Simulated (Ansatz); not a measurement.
HfO2 (Pnma, No. 62, 12 atoms in the cell; start mp-741; a measured phase of this formula has another space group) was calculated with LDA (Ansatz, a first-principles code, PAW).

Settings: plane-wave cutoff 520 eV, 6×10×6 k mesh (along the axes of the cell as run), Fermi–Dirac smearing 0.01 eV, scalar-relativistic PAW data made under PBE.

Cell (relaxed at this level):

```yaml
crystal:
  lattice:
    - [5.48515, 0.00000, 0.00000]
    - [0.00000, 3.25576, 0.00000]
    - [0.00000, 0.00000, 6.39721]
  atoms:
    - { symbol: Hf, position: [0.75429, 0.25000, 0.11329] }
    - { symbol: Hf, position: [0.24571, 0.75000, 0.88671] }
    - { symbol: Hf, position: [0.74571, 0.75000, 0.61329] }
    - { symbol: Hf, position: [0.25429, 0.25000, 0.38671] }
    - { symbol: O, position: [0.97504, 0.75000, 0.33859] }
    - { symbol: O, position: [0.02496, 0.25000, 0.66141] }
    - { symbol: O, position: [0.52496, 0.25000, 0.83859] }
    - { symbol: O, position: [0.47504, 0.75000, 0.16141] }
    - { symbol: O, position: [0.85931, 0.75000, 0.92653] }
    - { symbol: O, position: [0.14069, 0.25000, 0.07347] }
    - { symbol: O, position: [0.64069, 0.25000, 0.42653] }
    - { symbol: O, position: [0.35931, 0.75000, 0.57347] }
```

Task: What does this level give for the band gap?

Result: 
- band gap: 3.24 eV

Spin–orbit coupling is not included.

The computed numbers hold no vibrational or temperature effects.

Cost on a shared machine: very roughly 90 core-seconds.

A start named mp-… is a Materials Project structure, which need not be a measured phase.
